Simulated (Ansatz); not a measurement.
For Ge2Sb2Te5 (P-3m1, No. 164, 9 atoms in the cell; start mp-3534), PBE in Ansatz (PAW) gives:

| Quantity | Value |
|---|---|
| equilibrium lattice constant a | 4.265 Å |
| c axis length | 18.049 Å |

**Question.** What does PBE-D4 (Ansatz, a program for electronic structure, PAW) give for the same quantities?

**Answer.** 
- lattice constant a: 4.225 Å (falls by 0.9 %)
- lattice parameter c: 17.398 Å (drops by 3.6 %)

Changes are worked out from the printed values.

Unless a cell is named, each level is at its own relaxed cell (PBE 31.59, PBE-D4 29.89 Å³/atom).

Caveats: a distance lies near a switch of the dispersion term, which can move the cell (PBE-D4); the relaxation could not lower the start's symmetry, so the cell can be a saddle point above a distorted one (PBE, PBE-D4). Ansatz's density-functional and Hartree–Fock values are scalar-relativistic unless marked +SOC, with PAW data made under PBE.

A start named mp-… is a Materials Project structure, which need not be a measured phase.
